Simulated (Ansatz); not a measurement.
Results of PBE (Ansatz, an electronic-structure program, PAW) for L1₀ (CuAu-type) TiAl.

Numerical settings: plane-wave cutoff 500 eV, 20×20×14 k mesh (along the axes of the cell as run), Fermi–Dirac smearing 0.1 eV, no spin polarisation, scalar-relativistic PAW data made under PBE.

Computed at the level's own relaxed cell.

Question: Predict the volume per atom, lattice parameter a and lattice parameter c.

Answer: 
- volume per atom = 16.25 Å³/atom
- lattice parameter a = 2.824 Å
- lattice parameter c = 4.073 Å

Measured, for comparison: lattice constant a 2.826 Å (temperature not stated, no zero-point or thermal correction, P4/mmm two-atom cell, a_fct/√2; as tabulated in Zope and Mishin (2003), arXiv:cond-mat/0306298); lattice parameter c 4.077 Å (temperature not stated, no zero-point or thermal correction; as tabulated in Zope and Mishin (2003), arXiv:cond-mat/0306298). Computed (rounded) less measured: lattice constant a -0.1 %, lattice parameter c -0.1 %.

The computed numbers hold no vibrational or temperature effects.
